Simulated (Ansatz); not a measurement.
# Au under a change: Au → I

Consider Au in the fcc (Cu type) structure (space group Fm-3m, No. 225; a = 4.1240 Å).

The change: every Au is replaced by I; the structure is relaxed again.

The values are results of DFT with r2SCAN, PAW potentials and a 500 eV plane-wave cutoff in Ansatz (an electronic-structure program), without spin-orbit coupling, earlier PAW set, not measurements. k-mesh 15×15×15 (Γ-centred); smearing 0.05 eV (Fermi–Dirac), for the changed cell.

```json
{
  "volume_per_atom": "35.39 Å³ (base 17.53 Å³)",
  "density": "5.95 g/cm³ (base 18.65 g/cm³)",
  "space_group": "Fm-3m (No. 225) (base Fm-3m (No. 225))",
  "band_gap": "zero (base zero)"
}
```

Cost of the whole job for the changed cell (relaxation, final SCF and bands): very roughly 40 core-seconds.

Whether these cells are dynamically stable was not tested. As relaxed here, I is a hypothetical phase, not in the database extracts checked. All final runs are without spin polarisation.
